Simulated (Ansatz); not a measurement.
TaGeO3 (model structure, started from the PbTiO3 type, P4mm, No. 99, 5 atoms in the cell) was calculated with LDA in Ansatz (PAW).

Run with plane-wave cutoff 520 eV, 14×14×12 k mesh (along the axes of the cell as run), Fermi–Dirac smearing 0.05 eV, scalar-relativistic PAW data made under PBE.

Cell (relaxed at this level):

```cif
data_GeO3Ta
_chemical_formula_sum 'Ta1 Ge1 O3'
_space_group_name_H-M_alt 'P4mm'
_space_group_IT_number 99
_space_group_name_Hall 'P 4 -2'
_cell_length_a 4.02319
_cell_length_b 4.02319
_cell_length_c 3.91072
_cell_angle_alpha 90.000
_cell_angle_beta 90.000
_cell_angle_gamma 90.000
loop_
_atom_site_label
_atom_site_type_symbol
_atom_site_symmetry_multiplicity
_atom_site_Wyckoff_symbol
_atom_site_fract_x
_atom_site_fract_y
_atom_site_fract_z
_atom_site_occupancy
Ta1 Ta 1 b 0.50000 0.50000 0.51962 1
Ge1 Ge 1 a 0.00000 0.00000 0.19624 1
O1 O 2 c 0.00000 0.50000 0.48274 1
O2 O 1 b 0.50000 0.50000 0.00887 1
```

### Question
Give the computed bulk modulus.

### Answer

* **bulk modulus**: 188 GPa

The run finds no gap.

Note: the bulk modulus is −V dP/dV from two relaxed cells at ±2 % in volume; the relaxation could raise the start's symmetry but not lower it, so the cell can be a saddle point.

Spin–orbit coupling is not included; it can open a gap where bands touch, and shift volumes and moduli.

Static lattice: no zero-point or thermal effects.

Cost on a shared machine: about 8 core-minutes (a rough figure).

A model structure was made by putting elements into a prototype or built by hand; it is no filed structure, need not be a known phase, and can be a saddle point held by its symmetry.

Ansatz is a first-principles code.
